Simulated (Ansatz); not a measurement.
By LDA and PBEsol, the system below comes out a metal.

Input:

```yaml
crystal:
  lattice:
    - [4.47969, 0.00000, 0.00000]
    - [-2.23985, 3.87953, 0.00000]
    - [2.23985, 1.29318, 0.91441]
  atoms:
    - { symbol: Mo, position: [0.00000, 0.00000, 0.00000] }
```

Space group of this cell: Im-3m, bcc (W type). The cell is taken as given; by PBEsol its mean pressure is -9.4 GPa.

The current runs along the normal of the first two printed vectors, the (111) plane. All runs by Ansatz (a program for electronic structure), plane waves and PAW, without spin-orbit coupling; the base is PBEsol.

| run | mean pressure (GPa) | G/A, both spins (10¹⁵ S/m²) |
|---|---|---|
| base | -9.4 | 1.21 |
| all lengths scaled by 0.98 | 7.2 | (withheld) |
| all lengths scaled by 1.02 | -21.8 | (withheld) |
| lda in place of pbesol | -14.0 | 1.23 |
| lengths across the current scaled by 0.98, ions clamped | 1.3 | (withheld) |
| lengths along the current scaled by 1.03, ions clamped | -15.9 | 1.18 |

Question: Complete the blanks.

Answer: 
- all lengths scaled by 0.98, G/A, both spins (10¹⁵ S/m²): 1.33
- all lengths scaled by 1.02, G/A, both spins (10¹⁵ S/m²): 1.13
- lengths across the current scaled by 0.98, ions clamped, G/A, both spins (10¹⁵ S/m²): 1.29
